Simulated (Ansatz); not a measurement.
Given:

```
CELL_PARAMETERS angstrom
      0.00000     2.39193     2.35605
      2.39193     0.00000     2.35605
      2.39193     2.39193     0.00000
ATOMIC_POSITIONS crystal
  B  0.00000 0.00000 0.00000
  As 0.25000 0.25000 0.25000
```

No spin polarisation.

Computed with Ansatz (an electronic-structure program), r2SCAN, PAW, cutoff 500 eV, no spin-orbit coupling. k-mesh 12×12×12 (Γ-centred); smearing 0.05 eV (Fermi–Dirac).

**Question.** What is the computed smallest direct gap?

**Answer.** 3.28 eV.

**Question.** Estimate the space group.

**Answer.** I-4m2 (No. 119).

The cells carry an imposed strain or load. Whether these cells are dynamically stable was not tested. The cell was made from BAs in the zinc blende structure (space group F-43m, No. 216) by this change: uniaxial strain ε_zz = −1.50 %.
